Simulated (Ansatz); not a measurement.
Effect of electrons 3.0×10^21 cm⁻³ on ZrO2

The reference is ZrO2 in the fluorite structure (space group Fm-3m, No. 225; a = 5.116 Å).

Modification: 0.100 electrons added to each cell, a density of 3.0×10^21 cm⁻³, with a uniform compensating background at fixed cell and a 300 K Fermi–Dirac width.

Computed with PBE (Ansatz, an electronic-structure program; PAW; 420 eV plane waves; without spin-orbit coupling), earlier PAW set. Γ-centred 20×20×20 mesh, Fermi–Dirac width 0.0259 eV.

| quantity | base | changed | shift |
|---|---|---|---|
| gap between the host's bands | 3.32 eV | 3.39 eV | +0.065 eV |
| gap character | indirect, X → Γ | indirect, X → Γ | – |
| valley order (the lowest conduction-band minima on the path, energy above the VBM, named in the base's zone) | Γ 3.32 eV; X along ⟨100⟩ 3.75 eV; a point along ⟨110⟩, about 0.8 Å⁻¹ from Γ 3.76 eV; L along ⟨111⟩ 3.94 eV | Γ 3.39 eV; X along ⟨100⟩ 3.78 eV; a point along ⟨110⟩, about 0.8 Å⁻¹ from Γ 3.82 eV; L along ⟨111⟩ 4.01 eV | – |
| Fermi level relative to the doped band's edge (positive inside the band; to 0.05 eV) | – | +0.35 eV | – |

Charged cell with a jellium background: band edges are those of the host's band count, energies are not comparable with the neutral cell, and many-body gap narrowing is missing. Whether these cells are dynamically stable was not tested. This is not the structure that ZrO2 has at room temperature and ambient pressure.
